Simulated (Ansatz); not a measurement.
**HfO2: pressure −1 GPa**

The reference is HfO₂ (space group P4_2/nmc, No. 137; a = 3.568 Å, c = 5.167 Å).

Modification: a negative pressure, −1 GPa.

Level of theory: Ansatz (an electronic-structure program) PBEsol, no SOC, earlier PAW set. Settings: 9×9×7 k-points, 0.05 eV Fermi–Dirac smearing.

| quantity | base | changed | shift |
|---|---|---|---|
| volume per atom | 10.96 Å³ | 11.02 Å³ | +0.06 Å³ |
| lattice parameter a | 3.568 Å | 3.572 Å | +0.0047 Å |
| c/a ratio | 1.448 | 1.450 | +0.002 |
| shortest interatomic distance | 2.062 Å | 2.062 Å | 0.000 Å |
| band gap | 4.57 eV | 4.58 eV | +0.01 eV |
| gap character | indirect, A → Γ | indirect, Z → Γ | – |
| smallest direct gap | 4.65 eV | 4.65 eV | 0.00 eV |
| width of the top valence band | 1.02 eV | 1.00 eV | -0.02 eV |
| electron mass | 0.94 mₑ along c, 0.79 mₑ across (at Γ) | 1.00 mₑ along c, 0.80 mₑ across (at Γ) | – |

Spin-orbit coupling, missing from the scalar runs, can matter with Hf. Load acts through the strain it causes; cell and atoms are relaxed under it. Masses are band curvatures over ±0.01 Å⁻¹ around the edge. Whether these cells are dynamically stable was not tested. This is not the structure that HfO2 has at room temperature and ambient pressure.
